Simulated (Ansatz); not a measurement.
# How the c axis length of BSiCN (model structure, started from the AlSiCN type, P3m1, No. 156, 4 atoms in the cell) moves with the method

No measured value is used here.

```tsv
level (code)	value (Å)
LDA (Ansatz)	4.605
PBE (Ansatz)	4.656
PBEsol (Ansatz)	4.635
r²SCAN (Ansatz)	(withheld)
```

Question: Some entries are withheld; supply them.

Answer: 
- r²SCAN (Ansatz, a quantum-chemistry and plane-wave program), value (Å): 4.630

Cutoffs differ between the levels. Ansatz's density-functional and Hartree–Fock values are scalar-relativistic unless marked +SOC, with PAW data made under PBE.

A model structure was made by putting elements into a prototype or built by hand; it is no filed structure, need not be a known phase, and can be a saddle point held by its symmetry.
